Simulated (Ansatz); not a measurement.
**A computed series for ZnSiP2: response to strain**

Base system: ZnSiP2 in the chalcopyrite structure (space group I-42d, No. 122).

```cif
data_P8Si4Zn4
_chemical_formula_sum 'Zn4 Si4 P8'
_space_group_name_H-M_alt 'I-42d'
_space_group_IT_number 122
_space_group_name_Hall 'I -4 2bw'
_cell_length_a 5.35308
_cell_length_b 5.35308
_cell_length_c 10.44517
_cell_angle_alpha 90.000
_cell_angle_beta 90.000
_cell_angle_gamma 90.000
loop_
_atom_site_label
_atom_site_type_symbol
_atom_site_symmetry_multiplicity
_atom_site_Wyckoff_symbol
_atom_site_fract_x
_atom_site_fract_y
_atom_site_fract_z
_atom_site_occupancy
Zn1 Zn 4 a 0.00000 0.00000 0.00000 1
Si1 Si 4 b 0.00000 0.00000 0.50000 1
P1 P 8 d 0.26455 0.25000 0.12500 1
```
(The calculation used a cell of 8 atoms; values per cell refer to that cell.)

Strains are applied to the cell and any free atomic positions relax.

The values are results of plane-wave PAW DFT at the PBEsol level (Ansatz, a first-principles code, 420 eV), spin-orbit coupling left out, not measurements.

Candidates:
(a) isotropic strain +3.00 %
(b) isotropic strain +0.75 %
(c) isotropic strain +1.50 %

Notes on the quantities. energy relative to the base: free energy F.

Problem. Order them by energy relative to the base, lowest first.

Solution. (b) isotropic strain +0.75 % (+2.7 meV/atom), (c) isotropic strain +1.50 % (+10 meV/atom), (a) isotropic strain +3.00 % (+40 meV/atom)

Whether these cells are dynamically stable was not tested.
